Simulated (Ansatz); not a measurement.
The structure below was relaxed with PBE-D3(BJ) in Ansatz (plane waves to 420 eV, PAW, scalar-relativistic without spin-orbit coupling).

```
CELL_PARAMETERS angstrom
      3.83935    -2.07944     0.00000
      3.83935     2.07944     0.00000
     -2.49785     0.00000     6.85184
ATOMIC_POSITIONS crystal
  As 0.66289 0.66289 0.89912
  Bi 0.13309 0.13309 0.35039
  Bi 0.86691 0.86691 0.64961
  As 0.33711 0.33711 0.10088
```

**Question.** Find the space group and the Wyckoff positions.

**Answer.** Space group C2/m (No. 12); a = 7.679 Å, b = 4.159 Å, c = 7.293 Å, α = γ = 90.00°, β = 110.03°

```csv
atom,site,symmetry,x,y,z
As,4i,m,0.3371,0.0000,0.1009
Bi,4i,m,0.1331,0.0000,0.3504
```

These are small ordered cells, not random alloys; other orderings at the same x differ. No phonon test of stability was made. The final runs are not spin-polarised. The cell was made from Bi by this change: x(As) = 0.5, 4 atoms, C2/m.

Ansatz is an electronic-structure program.
